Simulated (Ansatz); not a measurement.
**Response to strain in Sc**

Base system: Sc in the hcp (Mg type) structure (space group P6_3/mmc, No. 194; relaxed with 0.1 eV smearing).

```
Sc
1.0
    3.27535     0.00000     0.00000
   -1.63768     2.83654     0.00000
    0.00000     0.00000     5.10512
Sc
2
Direct
  0.66667   0.33333   0.25000
  0.33333   0.66667   0.75000
```

Cartesian axes are those of the cell as printed.

Strains are applied to the cell and any free atomic positions relax; under biaxial strain the out-of-plane vector relaxes too.

The values are results of Kohn–Sham DFT with the PBEsol functional, run in Ansatz (an electronic-structure program) with PAW and 420 eV plane waves, spin-orbit coupling left out, not measurements.

Notes on the quantities. pressure: mean of the normal stresses, compression positive.

| change | out-of-plane strain | pressure |
|---|---|---|
| base | – | 0.0 GPa |
| biaxial strain −3.00 %, plane normal [001], relaxed out of plane | +1.91 % | 2.7 GPa |
| biaxial strain −2.50 %, plane normal [001], relaxed out of plane | +1.56 % | 2.2 GPa |
| biaxial strain −1.50 %, plane normal [001], relaxed out of plane | +0.90 % | 1.3 GPa |
| biaxial strain −1.00 %, plane normal [001], relaxed out of plane | +0.59 % | 0.9 GPa |
| biaxial strain −0.50 %, plane normal [001], relaxed out of plane | +0.29 % | 0.4 GPa |
| biaxial strain +1.00 %, plane normal [001], relaxed out of plane | -0.56 % | -0.8 GPa |
| biaxial strain +1.50 %, plane normal [001], relaxed out of plane | -0.84 % | -1.2 GPa |
| biaxial strain +2.00 %, plane normal [001], relaxed out of plane | -1.11 % | -1.6 GPa |
| biaxial strain +3.00 %, plane normal [001], relaxed out of plane | -1.64 % | -2.3 GPa |

No phonon test of stability was made. All final runs are without spin polarisation.
